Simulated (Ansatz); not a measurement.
The parent structure is PbSe in the rock salt structure (space group Fm-3m, No. 225).

PbSe has the cubic space group Fm-3m (No. 225), the rock salt structure, Pearson symbol cF8. Conventional cell: a = b = c = 6.1016 Å, α = β = γ = 90.00°. Pb on 4a has 6 Se at 3.051 Å (octahedral). Se on 4b is coordinated by 6 Pb at 3.051 Å (octahedral). (Neighbours: up to the widest gap in distance over summed covalent radii, below 1.35, at either atom; cation-cation and far metal-metal contacts left out.)
(The calculation used a cell of 2 atoms; values per cell refer to that cell.)

The values are results of PBEsol (Ansatz, a program for electronic structure), no SOC, not measurements.

Before the change:

| Item | Result |
|---|---|
| Hole mass | 0.072 mₑ along k, 0.094 mₑ across (at L) |
| Valley order | L along ⟨111⟩ 0.17 eV; a point along ⟨110⟩, about 0.6 Å⁻¹ from Γ 1.03 eV |
| Electron mass | 0.066 mₑ along k, 0.12 mₑ across (at L) |

Modification: the cell is scaled by 1.0200 in all directions, atoms relaxed at fixed cell.

### Question
How does this affect the hole mass, valley order, energy relative to the base and electron mass?

### Answer
The hole mass goes from 0.072 mₑ along k, 0.094 mₑ across (at L) to 0.15 mₑ along k, 0.11 mₑ across (at L); the valley order (the lowest conduction-band minima on the path, energy above the VBM, named in the base's zone) goes from L along ⟨111⟩ 0.17 eV; a point along ⟨110⟩, about 0.6 Å⁻¹ from Γ 1.03 eV to L along ⟨111⟩ 0.36 eV; a point along ⟨110⟩, about 0.6 Å⁻¹ from Γ 1.16 eV; the energy increases by 16 meV/atom; the electron mass becomes 0.13 mₑ along k, 0.12 mₑ across (at L) (base: 0.066 mₑ along k, 0.12 mₑ across (at L)).

Spin-orbit coupling, missing from the scalar runs, can matter with Pb. The cells carry an imposed strain or load. Masses are band curvatures over ±0.01 Å⁻¹ around the edge. Along k means along the line from Γ to the band edge. Whether these cells are dynamically stable was not tested. The zero or small gap of PbSe can change with the level of theory.
